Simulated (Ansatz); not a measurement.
Data:

```
Hf
1.0
    3.16631     0.00000     0.00000
   -1.58315     2.74210     0.00000
    0.00000     0.00000     4.99833
Hf
2
Direct
  0.66667   0.33333   0.75000
  0.33333   0.66667   0.25000
```

No spin polarisation.

The values are results of r2SCAN in Ansatz (plane waves to 500 eV, PAW, no SOC), not measurements. Γ-centred 21×21×12 mesh, Fermi–Dirac width 0.1 eV.

### Question
What is the computed band gap?

### Answer
Zero.

### Question
What pressure (mean of the normal stresses, compression positive) does the calculation give?

### Answer
3.5 GPa.

### Question
What space group does the calculation give?

### Answer
P6_3/mmc (No. 194).

The cells carry an imposed strain or load. No phonon test of stability was made. The final runs are not spin-polarised. The cell was made from Hf in the hcp (Mg type) structure (space group P6_3/mmc, No. 194) by this change: isotropic strain −1.00 %.

Ansatz is a program for electronic structure.
